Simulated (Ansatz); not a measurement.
# KCl, response to strain

The reference is KCl in the rock salt structure (space group Fm-3m, No. 225; a = 6.243 Å). Axes: x, y, z lie along the cube axes.

Strains are applied to the cell and any free atomic positions relax.

Method: Kohn–Sham DFT with the PBEsol functional, run in Ansatz (a quantum-chemistry and plane-wave program) with PAW and 420 eV plane waves, no spin-orbit coupling.

Candidates:
(a) uniaxial strain ε_zz = +1.50 %
(b) uniaxial strain ε_zz = −1.50 %
(c) uniaxial strain ε_zz = −0.50 %

Before the change:

```
Property    Value
--------  -------
Band gap  5.10 eV
```

Question: Order them by band gap, highest first.

Answer: (b) uniaxial strain ε_zz = −1.50 % (5.14 eV), (c) uniaxial strain ε_zz = −0.50 % (5.12 eV), (a) uniaxial strain ε_zz = +1.50 % (5.05 eV)

Whether these cells are dynamically stable was not tested.
